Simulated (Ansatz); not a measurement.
**Pressure series in ZnSe**

The reference is ZnSe in the zinc blende structure (space group F-43m, No. 216; a = 5.665 Å).

Cell and atoms are relaxed at each pressure.

All numbers come from r2SCAN in Ansatz (plane waves to 500 eV, PAW, without spin-orbit coupling).

```json
[
 {"P (GPa)": "-1.99", "V (Å³/atom)": "23.486"},
 {"P (GPa)": "-0.99", "V (Å³/atom)": "23.090"},
 {"P (GPa)": "0.30", "V (Å³/atom)": "22.627"},
 {"P (GPa)": "0.70", "V (Å³/atom)": "22.493"},
 {"P (GPa)": "1.50", "V (Å³/atom)": "22.238"},
 {"P (GPa)": "3.00", "V (Å³/atom)": "21.797"},
 {"P (GPa)": "5.01", "V (Å³/atom)": "21.274"},
 {"P (GPa)": "7.51", "V (Å³/atom)": "20.702"},
 {"P (GPa)": "10.00", "V (Å³/atom)": "20.201"}
]
```

**Question.** Fit a third-order Birch–Murnaghan equation of state.

**Answer.** Least squares on P(V) = (3B₀/2)[(V₀/V)^(7/3) − (V₀/V)^(5/3)]·[1 + (3/4)(B₀′ − 4)((V₀/V)^(2/3) − 1)] gives V₀ = 22.73 Å³/atom, B₀ = 65 GPa and B₀′ = 4.4.

Measured bulk modulus of ZnSe: 62.4 GPa (temperature not stated; as listed in Cormac Toher et al., Physical Review Materials (2017)); the computed value is for a static lattice, so the two differ by thermal effects too.

Between the base and pressure 7.5 GPa the gap moves from 1.87 eV to 2.28 eV, a mean slope of 55 meV/GPa.

Load acts through the strain it causes; cell and atoms are relaxed under it. Stability against distortions was not tested. Tetrahedral semiconductors of this kind turn to denser phases somewhere between about 1 and 50 GPa; those were not computed, so compressed cells here can lie past the real transition.

Ansatz is an electronic-structure program.
